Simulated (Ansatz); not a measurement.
The parent structure is SbN in the rock salt structure (space group Fm-3m, No. 225; a = 4.923 Å; a hypothetical phase, not in the database extracts checked).

Method: PBEsol in Ansatz (plane waves to 420 eV, PAW, spin-orbit coupling left out).

For the base:

The band gap comes out as zero and the density is 7.56 g/cm³. The gap character comes out as absent.

The change: full substitution Sb → Ga, then cell and atoms are relaxed.

### Question
Estimate the effect on the band gap, density and gap character.

### Answer
The band gap becomes 0.54 eV (base: zero); the density drops by 0.153 g/cm³ (7.56 g/cm³ → 7.40 g/cm³); the gap character becomes indirect, K–Γ (52 % along) → X (base: absent).

With Sb present, leaving out spin-orbit coupling can change the band edges. Stability against distortions was not tested. The final runs are not spin-polarised. This is not the structure that GaN has at room temperature and ambient pressure. A zero or small gap of SbN can be the functional's error rather than a property of the material.

Ansatz is a first-principles code.
